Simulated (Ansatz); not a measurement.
Consider SiC (space group P6_3mc, No. 186; a = 3.0776 Å, c = 10.0763 Å).

Structures relaxed with r2SCAN, PAW, 500 eV (Ansatz, an electronic-structure program; no spin-orbit coupling).

Base:

Simulated powder pattern, Mo Kα, λ = 0.71073 Å (kinematic, ideal powder, no thermal factors, no anomalous dispersion; the 10 strongest lines at most, above 2 %, up to 2θ = 40°):

```
2θ (°)  I/Imax (%)    hkl
------  ----------  -----
15.32           24  (100)
15.85           98  (101)
16.22           66  (004)
17.35          100  (102)
19.60           19  (103)
25.54           29  (105)
26.70           69  (110)
28.97           54  (106)
31.40           54  (114)
39.80           19  (206)
```

After one change:

Simulated powder pattern, Mo Kα, λ = 0.71073 Å (kinematic, ideal powder, no thermal factors, no anomalous dispersion; the 10 strongest lines at most, above 2 %, up to 2θ = 40°):

```csv
2θ (°),I/Imax (%)
15.51,24
16.05,98
16.42,66
17.57,100
19.84,19
25.87,29
27.04,69
29.34,53
31.80,54
32.43,18
```

Problem. What was done to the base?
A. pressure 9 GPa
B. pressure 22.5 GPa
C. pressure 0.9 GPa
D. pressure 15 GPa

Solution. A, pressure 9 GPa. Its volume per atom is 9.96 Å³ against 10.33 Å³, and its space group is P6_3mc (No. 186).

Load acts through the strain it causes; cell and atoms are relaxed under it. Whether these cells are dynamically stable was not tested. No other phases were tried under pressure.
